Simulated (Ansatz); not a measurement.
# WS2, pressure series

Take WS2 in the 2H-MoS2 type structure (space group P6_3/mmc, No. 194; a = 3.154 Å, c = 12.137 Å; layered, stacked along the Cartesian z axis) as the base.

Cell and atoms are relaxed at each pressure.

Levels (all Ansatz, a program for electronic structure, PAW): PBE-D3(BJ) (420 eV, without spin-orbit coupling); PBEsol-D3(BJ) (420 eV, no spin-orbit coupling).

The base cell above is that of PBE-D3(BJ); each level relaxes its own structures.

| case | volume per atom, PBE-D3(BJ) | volume per atom, PBEsol-D3(BJ) |
|---|---|---|
| pressure −2 GPa | 18.50 Å³ | 17.06 Å³ |
| pressure −1 GPa | 17.83 Å³ | 16.74 Å³ |
| pressure 1.8 GPa | 16.90 Å³ | 16.11 Å³ |
| pressure 4.2 GPa | 16.40 Å³ | 15.71 Å³ |
| pressure 9 GPa | 15.67 Å³ | 15.10 Å³ |
| pressure 18 GPa | 14.72 Å³ | 14.26 Å³ |
| pressure 30 GPa | 13.82 Å³ | 13.44 Å³ |
| pressure 45 GPa | 12.99 Å³ | 12.67 Å³ |
| pressure 60 GPa | 12.32 Å³ | 12.04 Å³ |

PBE-D3(BJ) lies above PBEsol-D3(BJ) in every row, by 0.27 Å³ to 1.43 Å³. They put the cases in the same order.

A case with no gap was solved on a k-mesh chosen for an insulator, which is coarse for it. Load acts through the strain it causes; cell and atoms are relaxed under it. Stability against distortions was not tested. Competing high-pressure phases were not computed. All final runs are without spin polarisation.
